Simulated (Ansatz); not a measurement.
Start from HfO₂ in the fluorite structure (space group Fm-3m, No. 225).

```
CELL_PARAMETERS angstrom
      0.00000     2.52188     2.52188
      2.52188     0.00000     2.52188
      2.52188     2.52188     0.00000
ATOMIC_POSITIONS crystal
  Hf 0.00000 0.00000 0.00000
  O  0.25000 0.25000 0.25000
  O  0.75000 0.75000 0.75000
```

Method: PBEsol/PAW in Ansatz (an electronic-structure program), no spin-orbit coupling.

Base values:

The electron mass is 1.1 mₑ along k, 0.70 mₑ across (at X) and the band gap comes out as 3.69 eV.

Now apply this change: the cell is scaled by 1.0250 in all directions; the atoms relax in the strained cell.

Problem. What happens to the electron mass and band gap?

Solution. The electron mass becomes 1.2 mₑ along k, 0.73 mₑ across (at X) (base: 1.1 mₑ along k, 0.70 mₑ across (at X)); the band gap decreases by 0.17 eV (3.69 eV → 3.52 eV).

With Hf present, leaving out spin-orbit coupling can change the band edges. Masses are band curvatures over ±0.01 Å⁻¹ around the edge. Along k means along the line from Γ to the band edge. No phonon test of stability was made. This is not the structure that HfO2 has at room temperature and ambient pressure.
